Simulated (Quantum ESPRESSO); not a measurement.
Worked example: self-consistent single point of Sr₃MgO₄ (Cmmm, 8 atoms in the cell) in Quantum ESPRESSO.

Method of the run: PBEsol, GBRV 1.5 ultrasoft (PBESOL) pseudopotentials (plane waves; Quantum ESPRESSO).

```xyz
8
Lattice="3.1960 -6.5628 0.0000 3.1960 6.5628 0.0000 0.0000 0.0000 3.3435" Properties=species:S:1:pos:R:3 pbc="T T T"
Sr     3.1960    -3.8617     1.6718
Sr     3.1960     3.8617     1.6718
Sr     3.1960     0.0000     0.0000
Mg     0.0000     0.0000     0.0000
O      5.0604     0.0000     1.6718
O      1.3316     0.0000     1.6718
O      1.5980    -3.2814     0.0000
O      1.5980     3.2814     0.0000
```

Reference input (self-consistent single point, DFT, PBEsol, plane waves, GBRV 1.5 ultrasoft (PBESOL) pseudopotentials): ecutwfc = 40 Ry; ecutrho = 200 Ry; occupations = smearing; smearing = gaussian; degauss = 0.000734986 Ry; potentials = {Sr: sr_pbesol_v1.uspp.F.UPF, Mg: mg_pbesol_v1.4.uspp.F.UPF, O: o_pbesol_v1.2.uspp.F.UPF}; K_POINTS = automatic 4 4 7 0 0 0; conv_thr = 1e-09 Ry; mixing_beta = 0.5. This run's input differs from it in these lines:

```diff
@@ -19,3 +19,3 @@
 &electrons
-   conv_thr = 1.0d-9,
+   conv_thr = 7.3e-03,
    mixing_beta = 0.5,
```

Output (repeated stretches shortened):

```
     Self-consistent Calculation

     iteration #  1     ecut=    40.00 Ry     beta= 0.50

     negative rho (up, down):  1.916E-01 0.000E+00

     total energy              =    -463.88026558 Ry
     estimated scf accuracy    <       2.94957987 Ry

     iteration #  2     ecut=    40.00 Ry     beta= 0.50

     negative rho (up, down):  1.937E-01 0.000E+00

     total energy              =    -464.59314216 Ry
     estimated scf accuracy    <       2.19120597 Ry

     iteration #  3     ecut=    40.00 Ry     beta= 0.50

     negative rho (up, down):  1.950E-01 0.000E+00

     total energy              =    -464.97400363 Ry
     estimated scf accuracy    <       0.06468809 Ry

     iteration #  4     ecut=    40.00 Ry     beta= 0.50

     negative rho (up, down):  1.973E-01 0.000E+00

     total energy              =    -464.98298822 Ry
     estimated scf accuracy    <       0.02477015 Ry

     iteration #  5     ecut=    40.00 Ry     beta= 0.50

     negative rho (up, down):  1.973E-01 0.000E+00
     End of self-consistent calculation

     the Fermi energy is     7.9044 ev

!    total energy              =    -464.98433309 Ry
     estimated scf accuracy    <       0.00333458 Ry
     smearing contrib. (-TS)   =      -0.00000000 Ry
     internal energy E=F+TS    =    -464.98433309 Ry

     convergence has been achieved in   5 iterations

     negative rho (up, down):  1.973E-01 0.000E+00

     Forces acting on atoms (cartesian axes, Ry/au):

     atom    1 type  1   force =     0.00000000   -0.00792694   -0.00000000
     atom    2 type  1   force =     0.00000000    0.00792694   -0.00000000
     atom    3 type  1   force =     0.00000000    0.00000000    0.00000000
     atom    4 type  2   force =     0.00000000    0.00000000    0.00000000
     atom    5 type  3   force =    -0.00176042    0.00000000    0.00000000
   [... lines left out ...]
     Total force =     0.011484     Total SCF correction =     0.055077
   [... lines left out ...]

     negative rho (up, down):  1.973E-01 0.000E+00
          total   stress  (Ry/bohr**3)                   (kbar)     P=        0.92
   0.00003499  -0.00000000   0.00000000            5.15       -0.00        0.00
   0.00000000  -0.00007965   0.00000000            0.00      -11.72        0.00
   0.00000000   0.00000000   0.00006333            0.00        0.00        9.32

   JOB DONE.
```

The run converged in 5 iterations. Against the reference run the free energy goes up by 2.7 meV/atom, the pressure goes from -0.64 to 0.09 GPa, the largest force hardly changes (0.208 to 0.204 eV/Å) and the gap on the mesh goes from 1.137 to 0.928 eV. The full log also holds: “SCF correction compared to forces is large: reduce conv_thr to get better values”.

The starting cell comes from a database of computed structures (which also holds hypothetical and non-ambient phases and stackings), without a prior relaxation at this level. Its lattice was rescaled by a random factor within 2.5 % of one.

Cost on one core of a shared machine: roughly 60 s.
